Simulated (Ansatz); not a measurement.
## WS₂ (R3m, No. 160, 3 atoms in the cell; start mp-9813; a measured phase of this formula has another space group): bulk modulus B0 by level of theory

No measured value is used here.

| level (code) | value (GPa) | cell (Å³/atom) |
|---|---|---|
| LDA (Ansatz) | 39.3 | 17.14 |
| PBEsol (Ansatz) | ? | 18.24 |
| r²SCAN (Ansatz) | 16.5 | 19.17 |

### Question
Complete the blanks.

### Answer

- PBEsol (Ansatz, a program for electronic structure), value (GPa): 15.0

The crystal itself was run without spin with LDA, PBEsol, r²SCAN; a magnetic state was not tried in these runs. Density-functional levels without +SOC have no spin–orbit coupling. LDA, PBEsol, r²SCAN: the bulk modulus is −V dP/dV from two relaxed cells at ±2 % in volume. LDA, PBEsol, r²SCAN: the relaxation could not lower the start's symmetry, so the cell can be a saddle point above a distorted one. Each level is taken at its own relaxed cell. Cutoffs differ between the levels. Ansatz's density-functional and Hartree–Fock values are scalar-relativistic unless marked +SOC, with PAW data made under PBE.

A start named mp-… is a Materials Project structure, which need not be a measured phase.
